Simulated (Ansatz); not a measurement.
Consider the following.

Host crystal: corundum, with a band gap (PBE, scalar-relativistic without spin-orbit coupling).

End structure of Au on the 1x1 (0001) surface of corundum (cut with top plane Al), one in a 1x1 cell, started at the site 'top Al':

```
CELL_PARAMETERS angstrom
      4.80875     0.00000     0.00000
     -2.40438     4.16450     0.00000
      0.00000     0.00000    27.50000
ATOMIC_POSITIONS crystal
  Al 0.66667 0.33333 0.37743
  O  0.65631 0.68187 0.38078
  O  0.31813 0.97443 0.38078
  O  0.02557 0.34369 0.38078
  Al 0.00000 0.00000 0.41229
  Al 0.33333 0.66667 0.42276
  O  0.31288 0.31024 0.45957
  O  0.99736 0.68712 0.45957
  O  0.68976 0.00264 0.45957
  Al 0.66667 0.33333 0.49228
  Al 0.00000 0.00000 0.50839
  O  0.97734 0.33429 0.53990
  O  0.66571 0.64305 0.53990
  O  0.35695 0.02266 0.53990
  Al 0.33333 0.66667 0.57669
  Al 0.66667 0.33333 0.58715
  O  0.64672 0.99008 0.61813
  O  0.34335 0.35328 0.61813
  O  0.00992 0.65665 0.61813
  Al 0.00000 0.00000 0.63416
  Au 0.00000 0.00000 0.72511
```

Model: 21-atom slab, 6.7 Å thick at the start under the adsorbate (thin: gaps and levels are the slab's own), 6x6x1 mesh, Fermi-Dirac 0.01 eV, dipole correction, 9 atoms held, the rest relaxed; start symmetry kept, larger cells not searched; spin-polarised, no spin-orbit, no U, no dispersion correction. The slab shows no gap over 0.04 eV on its mesh. The starting moment vanished. At the end it is bonded to Al. In PBE this state lies 0.04 eV over the lowest of the starts that converged ('bridge O-O (span 2.6 Å)').

A negative adsorption energy means that the adsorbate is more stable on the surface than in its reference.

Give the work function of the top face at the level Ansatz (a program for electronic structure) with PBE.

5.49 eV

What adsorption energy against an atom of fcc Au does PBE give?

2.36 eV

Predict the change of the step from the bottom to the top vacuum level, against the clean slab from PBE.

-0.90 eV
